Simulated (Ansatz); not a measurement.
Defect migration in monoclinic ZrO2 strained by +1.5 % along x and y, z held: O vacancy, charge state +2. Calculation: PBE, PAW (plane waves to 420 eV; Ansatz, a quantum-chemistry and plane-wave program).

96-site cell at the strained lattice (strain from the relaxed PBE one, atoms relaxed), the Γ point alone, smearing 0.01 eV, spin-restricted, no finite-size correction. No zero-point or tunnelling terms. The charge state is imposed; whether it is stable for some Fermi level was not computed. Forms of the defect that were not tried may lie lower.

Barriers: single points on a 2×2×2 k-point mesh shifted by half a step at the bands' geometries.

Relaxed starting cell (atoms counted from 1):

```yaml
crystal:
  lattice:
    - [10.53436, 0.00000, 0.00000]
    - [0.00000, 10.64080, 0.00000]
    - [-1.83419, 0.00000, 10.60481]
  atoms:
    - { symbol: Zr, position: [0.14955, 0.24569, 0.34349] }
    - { symbol: Zr, position: [0.13751, 0.22882, 0.85524] }
    - { symbol: Zr, position: [0.13552, 0.72849, 0.35617] }
    - { symbol: Zr, position: [0.13699, 0.72767, 0.85670] }
    - { symbol: Zr, position: [0.63522, 0.22804, 0.35641] }
    - { symbol: Zr, position: [0.63712, 0.22931, 0.85623] }
    - { symbol: Zr, position: [0.63372, 0.72133, 0.35264] }
    - { symbol: Zr, position: [0.63775, 0.72774, 0.85588] }
    - { symbol: Zr, position: [0.36715, 0.27116, 0.14197] }
    - { symbol: Zr, position: [0.36183, 0.27760, 0.64775] }
    - { symbol: Zr, position: [0.36185, 0.77220, 0.14537] }
    - { symbol: Zr, position: [0.36543, 0.77083, 0.64592] }
    - { symbol: Zr, position: [0.86298, 0.26962, 0.14756] }
    - { symbol: Zr, position: [0.86391, 0.27192, 0.64562] }
    - { symbol: Zr, position: [0.86361, 0.77371, 0.14304] }
    - { symbol: Zr, position: [0.86281, 0.77325, 0.64528] }
    - { symbol: Zr, position: [0.36626, 0.48124, 0.39747] }
    - { symbol: Zr, position: [0.36265, 0.47945, 0.89625] }
    - { symbol: Zr, position: [0.36040, 0.97530, 0.39278] }
    - { symbol: Zr, position: [0.36508, 0.97722, 0.89777] }
    - { symbol: Zr, position: [0.86275, 0.47646, 0.39691] }
    - { symbol: Zr, position: [0.86247, 0.47635, 0.89575] }
    - { symbol: Zr, position: [0.83945, 0.96694, 0.39056] }
    - { symbol: Zr, position: [0.86285, 0.97898, 0.89413] }
    - { symbol: Zr, position: [0.13776, 0.02193, 0.10521] }
    - { symbol: Zr, position: [0.14214, 0.01350, 0.61818] }
    - { symbol: Zr, position: [0.13539, 0.52525, 0.10438] }
    - { symbol: Zr, position: [0.13630, 0.52487, 0.60588] }
    - { symbol: Zr, position: [0.63670, 0.02238, 0.10338] }
    - { symbol: Zr, position: [0.63245, 0.02553, 0.60738] }
    - { symbol: Zr, position: [0.63897, 0.52168, 0.10453] }
    - { symbol: Zr, position: [0.64057, 0.52252, 0.60786] }
    - { symbol: O, position: [0.03078, 0.09186, 0.92926] }
    - { symbol: O, position: [0.03140, 0.58723, 0.42500] }
    - { symbol: O, position: [0.03036, 0.58852, 0.92721] }
    - { symbol: O, position: [0.52834, 0.08788, 0.42623] }
    - { symbol: O, position: [0.53258, 0.08812, 0.92633] }
    - { symbol: O, position: [0.53299, 0.58580, 0.42785] }
    - { symbol: O, position: [0.53290, 0.58752, 0.92578] }
    - { symbol: O, position: [0.47013, 0.41260, 0.07340] }
    - { symbol: O, position: [0.46968, 0.41440, 0.57714] }
    - { symbol: O, position: [0.46803, 0.91324, 0.07566] }
    - { symbol: O, position: [0.46297, 0.91654, 0.57489] }
    - { symbol: O, position: [0.97036, 0.40791, 0.07728] }
    - { symbol: O, position: [0.96787, 0.41496, 0.57661] }
    - { symbol: O, position: [0.96937, 0.91004, 0.07007] }
    - { symbol: O, position: [0.96684, 0.92386, 0.56157] }
    - { symbol: O, position: [0.46727, 0.33748, 0.32457] }
    - { symbol: O, position: [0.46628, 0.33854, 0.82288] }
    - { symbol: O, position: [0.46519, 0.83534, 0.32543] }
    - { symbol: O, position: [0.46935, 0.83714, 0.82531] }
    - { symbol: O, position: [0.97016, 0.32813, 0.33258] }
    - { symbol: O, position: [0.96849, 0.33689, 0.82413] }
    - { symbol: O, position: [0.96619, 0.84606, 0.32204] }
    - { symbol: O, position: [0.97079, 0.84358, 0.81833] }
    - { symbol: O, position: [0.02986, 0.14990, 0.19324] }
    - { symbol: O, position: [0.03111, 0.16057, 0.67127] }
    - { symbol: O, position: [0.03036, 0.66355, 0.17677] }
    - { symbol: O, position: [0.03240, 0.66741, 0.67456] }
    - { symbol: O, position: [0.53499, 0.16473, 0.17470] }
    - { symbol: O, position: [0.52664, 0.16364, 0.67542] }
    - { symbol: O, position: [0.52942, 0.66028, 0.17567] }
    - { symbol: O, position: [0.53391, 0.66428, 0.67544] }
    - { symbol: O, position: [0.23266, 0.37549, 0.48784] }
    - { symbol: O, position: [0.22863, 0.37117, 0.98705] }
    - { symbol: O, position: [0.22432, 0.87181, 0.48915] }
    - { symbol: O, position: [0.22773, 0.87109, 0.98818] }
    - { symbol: O, position: [0.72791, 0.36991, 0.48810] }
    - { symbol: O, position: [0.72787, 0.37186, 0.98767] }
    - { symbol: O, position: [0.72170, 0.86701, 0.48540] }
    - { symbol: O, position: [0.72838, 0.87286, 0.98628] }
    - { symbol: O, position: [0.27251, 0.12814, 0.01211] }
    - { symbol: O, position: [0.23092, 0.12605, 0.49865] }
    - { symbol: O, position: [0.27144, 0.62823, 0.01407] }
    - { symbol: O, position: [0.27266, 0.63004, 0.51411] }
    - { symbol: O, position: [0.77330, 0.12948, 0.01494] }
    - { symbol: O, position: [0.77115, 0.12513, 0.51218] }
    - { symbol: O, position: [0.77331, 0.62869, 0.01339] }
    - { symbol: O, position: [0.77388, 0.62732, 0.51346] }
    - { symbol: O, position: [0.27800, 0.12388, 0.26006] }
    - { symbol: O, position: [0.27339, 0.12078, 0.76286] }
    - { symbol: O, position: [0.27016, 0.62164, 0.26419] }
    - { symbol: O, position: [0.27128, 0.62278, 0.76462] }
    - { symbol: O, position: [0.77201, 0.11589, 0.26553] }
    - { symbol: O, position: [0.76898, 0.12400, 0.76352] }
    - { symbol: O, position: [0.77089, 0.61838, 0.26346] }
    - { symbol: O, position: [0.77533, 0.62376, 0.76313] }
    - { symbol: O, position: [0.22789, 0.37846, 0.23676] }
    - { symbol: O, position: [0.22658, 0.37987, 0.73684] }
    - { symbol: O, position: [0.22599, 0.87934, 0.23782] }
    - { symbol: O, position: [0.22970, 0.87763, 0.74116] }
    - { symbol: O, position: [0.73148, 0.37501, 0.23797] }
    - { symbol: O, position: [0.72831, 0.37985, 0.73860] }
    - { symbol: O, position: [0.72136, 0.87335, 0.23571] }
    - { symbol: O, position: [0.72866, 0.88057, 0.73499] }
```
Cell charge +2.

End state 1 differs by these moves (Å; atoms that move under 0.08 Å are left out):

```json
[
 {"atom": "1", "element": "Zr", "Δx": "-0.15", "Δy": "-0.20", "Δz": "0.13"},
 {"atom": "16", "element": "Zr", "Δx": "-0.15", "Δy": "-0.20", "Δz": "0.13"},
 {"atom": "17", "element": "Zr", "Δx": "-0.06", "Δy": "-0.04", "Δz": "-0.04"},
 {"atom": "23", "element": "Zr", "Δx": "0.21", "Δy": "0.21", "Δz": "-0.08"},
 {"atom": "26", "element": "Zr", "Δx": "0.21", "Δy": "0.21", "Δz": "-0.08"},
 {"atom": "32", "element": "Zr", "Δx": "-0.06", "Δy": "-0.04", "Δz": "-0.04"},
 {"atom": "36", "element": "O", "Δx": "0.10", "Δy": "-0.04", "Δz": "0.00"},
 {"atom": "43", "element": "O", "Δx": "0.10", "Δy": "-0.04", "Δz": "0.00"},
 {"atom": "47", "element": "O", "Δx": "0.93", "Δy": "1.63", "Δz": "-1.29"},
 {"atom": "50", "element": "O", "Δx": "0.09", "Δy": "0.02", "Δz": "0.00"},
 {"atom": "52", "element": "O", "Δx": "-0.01", "Δy": "0.05", "Δz": "-0.06"},
 {"atom": "54", "element": "O", "Δx": "0.02", "Δy": "-0.07", "Δz": "0.08"},
 {"atom": "55", "element": "O", "Δx": "0.02", "Δy": "0.07", "Δz": "-0.11"},
 {"atom": "56", "element": "O", "Δx": "0.02", "Δy": "0.07", "Δz": "-0.11"},
 {"atom": "57", "element": "O", "Δx": "0.02", "Δy": "-0.07", "Δz": "0.08"},
 {"atom": "59", "element": "O", "Δx": "-0.01", "Δy": "0.05", "Δz": "-0.06"},
 {"atom": "61", "element": "O", "Δx": "0.09", "Δy": "0.02", "Δz": "0.00"},
 {"atom": "70", "element": "O", "Δx": "0.47", "Δy": "0.08", "Δz": "0.18"},
 {"atom": "73", "element": "O", "Δx": "0.47", "Δy": "0.08", "Δz": "0.18"},
 {"atom": "80", "element": "O", "Δx": "-0.08", "Δy": "-0.04", "Δz": "0.06"},
 {"atom": "81", "element": "O", "Δx": "0.05", "Δy": "0.07", "Δz": "0.03"},
 {"atom": "84", "element": "O", "Δx": "0.00", "Δy": "0.07", "Δz": "-0.06"},
 {"atom": "91", "element": "O", "Δx": "0.00", "Δy": "0.07", "Δz": "-0.06"},
 {"atom": "94", "element": "O", "Δx": "0.05", "Δy": "0.07", "Δz": "0.03"},
 {"atom": "95", "element": "O", "Δx": "-0.08", "Δy": "-0.04", "Δz": "0.06"}
]
```

Q: Estimate the forward and backward barriers to end state 1 that PBE, PAW returns for this input.

A: forward 0.48 eV, backward 0.48 eV; at the saddle point atom 47 has neighbours 2 Zr at 1.93 Å. The saddle point's order was not checked, and it lies on a symmetry element of the cell, where a band can be held.

End state 2 differs by these moves (Å; atoms that move under 0.08 Å are left out):

```tsv
atom	element	Δx	Δy	Δz
1	Zr	-0.15	-0.18	0.12
2	Zr	0.02	0.09	0.14
7	Zr	0.05	0.08	0.02
14	Zr	-0.25	0.13	-0.05
19	Zr	0.07	0.05	-0.01
23	Zr	0.23	0.15	0.07
26	Zr	0.12	-0.09	-0.26
32	Zr	-0.06	0.08	-0.06
33	O	0.02	-0.02	-0.08
44	O	0.02	-0.01	-0.09
45	O	-0.01	-0.11	-0.05
47	O	-0.01	-0.01	0.22
52	O	0.01	0.14	-0.13
53	O	0.00	-0.10	-0.13
55	O	-0.05	-0.08	0.09
56	O	0.03	0.10	-0.15
57	O	0.40	-0.63	-2.42
64	O	-0.07	-0.04	0.00
68	O	-0.07	0.08	-0.03
70	O	0.10	0.09	0.03
73	O	0.47	0.01	0.12
77	O	0.00	0.11	0.04
81	O	-0.42	0.04	-0.15
93	O	-0.07	0.04	-0.03
94	O	0.06	0.06	0.02
```

Q: Predict the forward and backward barriers to end state 2 from PBE, PAW.

A: forward 0.85 eV, backward 0.85 eV; at the saddle point atom 57 has neighbours Zr at 2.06, Zr at 2.33, Zr at 2.66 Å. The saddle point's order was not checked.
